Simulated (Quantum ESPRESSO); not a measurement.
**One base run on MgSi (Cmcm, 8 atoms in the cell) and variants with one or two settings moved**

Space group Cmcm (No. 63); a = 4.3379 Å, b = 11.7599 Å, c = 5.9002 Å, α = β = γ = 90.00°

```
atom  site  symmetry       x       y       z
----  ----  --------  ------  ------  ------
Mg      4c       m2m  0.0000  0.0579  0.2500
Mg      4c       m2m  0.0000  0.2158  0.7500
Si      8f       m..  0.0000  0.4034  0.0468
```
(The calculation used a cell of 8 atoms; values per cell refer to that cell.)

Base run A: PBEsol, GBRV 1.5 ultrasoft (PBESOL) pseudopotentials run with Quantum ESPRESSO, self-consistent single point.

Its settings: ecutwfc = 40 Ry; ecutrho = 200 Ry; occupations = smearing; smearing = methfessel-paxton; degauss = 0.0147 Ry; potentials = {Mg: mg_pbesol_v1.4.uspp.F.UPF, Si: si_pbesol_v1.uspp.F.UPF}; K_POINTS = automatic 5 5 3 0 0 0; conv_thr = 1e-09 Ry; mixing_beta = 0.4.

The starting cell comes from a database of computed structures (which also holds hypothetical and non-ambient phases and stackings), without a prior relaxation at this level. Without a gap this mesh is coarse (it stands for a supercell whose shortest vector is 18 Å).

ΔF is the free energy per atom less that of run A. A dash stands where there is no value to compare (another energy zero or no entropy term, no result, no spin, no clean gap, or a mesh too coarse for one). Total energies depend on the potentials, the functional and any Hubbard or dispersion term, so they are compared only between runs that share all of them.

Runs:
- B: degauss: 0.0147 Ry → 0.0036749 Ry
- C: degauss: 0.0147 Ry → 0.002205 Ry; K_POINTS: automatic 5 5 3 0 0 0 → automatic 8 8 6 0 0 0
- D: nosym: default → true
- E: vdw_corr: default → grimme-d3; dftd3_version: default → 4; dftd3_threebody: default → false [PBEsol-D3(BJ)]
- F: lattice scaled by 1.015; ecutwfc: 40 Ry → 24 Ry; ecutrho: 200 Ry → 120 Ry
- G: ecutrho: 200 Ry → 240 Ry
- H: smearing: methfessel-paxton → marzari-vanderbilt
- I: conv_thr: 1e-09 Ry → 1e-11 Ry
- J: pseudopotentials: {Mg: mg_pbesol_v1.4.uspp.F.UPF, Si: si_pbesol_v1.uspp.F.UPF} → {Mg: mg_pbe_v1.4.uspp.F.UPF, Si: si_pbe_v1.uspp.F.UPF}; input_dft: default → vdw-df2 [vdW-DF2]
- K: mixing_ndim: default → 16
- L: startingwfc: default → random

```
run  ΔF (meV/atom)  pressure (GPa)  largest force (eV/Å)  k-points
---  -------------  --------------  --------------------  --------
A             0.00           -0.43                 0.713        18
B             0.54           -0.44                 0.713        18
C            -0.96           -0.61                 0.539        84
D             0.00           -0.43                 0.713        38
E                –           -3.08                 0.717        18
F            767.3          -39.62                 0.565        18
G            -0.05           -0.43                 0.713        18
H            -0.19           -0.42                 0.711        18
I             0.00           -0.43                 0.713        18
J                –            4.04                 0.918        18
K             0.00           -0.43                 0.713        18
L             0.00           -0.43                 0.713        18
```

Run F against A: The free energy goes up by 767 meV/atom, the pressure goes from -0.43 to -39.62 GPa and the largest force goes from 0.713 to 0.565 eV/Å.

Run E against A: The pressure goes from -0.43 to -3.08 GPa and the largest force moves little (0.713 to 0.717 eV/Å).

Run C against A: The free energy stays essentially unchanged (within 1 meV/atom), the pressure goes from -0.43 to -0.61 GPa and the largest force goes from 0.713 to 0.539 eV/Å.
